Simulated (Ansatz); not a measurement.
# BeSe under load (space group I-4m2): band-edge transport data

Given:

```yaml
crystal:
  lattice:
    - [0.00000, 2.55722, 2.58961]
    - [2.55722, 0.00000, 2.58961]
    - [2.55722, 2.55722, 0.00000]
  atoms:
    - { symbol: Be, position: [0.00000, 0.00000, 0.00000] }
    - { symbol: Se, position: [0.25000, 0.25000, 0.25000] }
```

These are PBEsol with spin-orbit coupling, rigid bands (plane waves, PAW; Ansatz, a quantum-chemistry and plane-wave program) values and carry that method's errors. Condition of this run: uniaxial stress zz = -1 GPa (compression positive) (the target of the relaxation). Cell: cell and atoms relaxed with PBEsol, then loaded as said.

band gap: 2.28 eV
electron conductivity mass (300 K, dilute): 0.41 (x), 0.41 (y), 0.28 (z) mₑ
hole conductivity mass (300 K, dilute): 0.57 (x), 0.57 (y), 0.63 (z) mₑ
effective density of states N_c (300 K): 1.3e19 cm⁻³
effective density of states N_v (300 K): 1.2e19 cm⁻³
density-of-states mass, electrons: 0.65 mₑ
density-of-states mass, holes: 0.61 mₑ
Seebeck coefficient, n-type 1e19 cm⁻³, 300 K: -247 μV/K
best n-type power factor at 300 K for τ = 10 fs (best axis; densities from 1e16 to 1e21 cm⁻³ tried, whether or not they can be reached): 7.7 μW/(cm·K²) at 1e20 cm⁻³
Seebeck coefficient, p-type 1e19 cm⁻³, 300 K: 280 μV/K
best p-type power factor at 300 K for τ = 10 fs (best axis; densities from 1e16 to 1e21 cm⁻³ tried, whether or not they can be reached): 7.3 μW/(cm·K²) at 3e20 cm⁻³

Rigid bands; masses and Seebeck coefficients take one relaxation time τ for all states and one kind of carrier; polarons and phonon drag are left out.
